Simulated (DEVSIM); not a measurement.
System: Cr/SiO2/n-Ge capacitor, at 250 K.

| layer (left to right) | material | thickness (nm) | Nd (cm⁻³) |
|---|---|---|---|
| 1 | SiO2 | 14.0 | - |
| 2 | Ge | 1300 | 2e17 |

Metal gate on the left, work function 4.5 eV. Fixed charge at the semiconductor interface -4.3e10 cm⁻² (in units of +e); no interface traps.

This is a model device: material constants are rounded textbook-type values typed into the input, and sizes, dopings and lifetimes were drawn at random. Values at 300 K; Nc and Nv go as T^1.5, mobilities as T to minus their exponent, the gap by Varshni's rule with the affinity fixed.

| parameter | SiO2 | Ge |
|---|---|---|
| gap (eV) | 9 | 0.664 |
| affinity (eV) | 0.9 | 4 |
| permittivity | 3.9 | 16 |
| Nc (cm⁻³) | - | 1.04e19 |
| Nv (cm⁻³) | - | 6e18 |
| Varshni α (eV/K) | - | 0.000477 |
| Varshni β (K) | - | 235 |

Model (solved in DEVSIM): 1D Poisson equation in equilibrium, Boltzmann statistics, complete ionisation; no quantum confinement or tunnelling. Metal contacts follow the ideal Schottky-Mott rule: no Fermi-level pinning, no interface dipoles.

The temperature was swept, all else fixed.

| temperature (K) | minimum of the low-frequency capacitance (μF/cm²) | flat-band voltage (V) | threshold voltage (band bending 2φF) (V) |
|---|---|---|---|
| 250 | 0.120 | 0.45 | -0.98 |
| 300 | 0.126 | 0.43 | -0.89 |
| 350 | 0.134 | 0.40 | -0.79 |
| 400 | 0.144 | 0.38 | -0.68 |
| 450 | 0.157 | 0.35 | -0.56 |
| 500 | 0.171 | 0.33 | -0.42 |

From the first row to the last the minimum of the low-frequency capacitance goes from 0.120 to 0.171. From the first row to the last the flat-band voltage goes from 0.45 to 0.33.
